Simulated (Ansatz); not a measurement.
**What x(Sn) = 0.5, 8 atoms, Pm does to Ge**

Take Ge in the diamond structure (space group Fd-3m, No. 227; a = 5.676 Å) as the base.

The other end (x = 1) is Sn in the diamond structure (space group Fd-3m, No. 227): 34.97 Å³/atom, gap zero.

Now apply this change: Sn replaces 50.0 % of the Ge, ordered in a cell of 8 atoms (starting symmetry Pm) and fully relaxed.

Method: DFT with PBEsol, PAW potentials and a 420 eV plane-wave cutoff in Ansatz (a quantum-chemistry and plane-wave program), spin-orbit coupling left out. Settings: 8×11×6 k-points, 0.05 eV Fermi–Dirac smearing, for the changed cell.

| quantity | base | changed | shift |
|---|---|---|---|
| volume per atom | 22.86 Å³ | 28.60 Å³ | +5.74 Å³ |
| density | 5.28 g/cm³ | 5.56 g/cm³ | +0.28 g/cm³ |
| shortest interatomic distance | 2.458 Å | 2.491 Å | +0.0336 Å |
| band gap | zero | zero | – |
| mixing energy (to 0.01 eV only: unlike meshes or grids) | – | +0.05 eV/atom | – |
| deviation of the volume from the linear (Vegard-type) interpolation | – | -1.1 % | – |

Final structure:

```xyz
8
Lattice="6.1393 0.0000 0.0000 0.0000 4.3089 0.0000 -0.0015 0.0000 8.6484" Properties=species:S:1:pos:R:3 pbc="T T T"
Sn     3.1928     0.0000     0.1085
Ge     0.0999     2.1544     6.3702
Sn     2.9587     0.0000     4.2246
Ge     6.0471     2.1544     2.2686
Sn     1.4294     2.1544     0.0518
Sn     4.7020     0.0000     6.4152
Ge     1.4201     2.1544     4.2573
Ge     4.7028     0.0000     2.2489
```

Cost of the whole job for the changed cell (relaxation, final SCF and bands): around 24 core-minutes (rough).

These are small ordered cells, not random alloys; other orderings at the same x differ. Stability against distortions was not tested. All final runs are without spin polarisation. The zero or small gap of Ge can change with the level of theory.
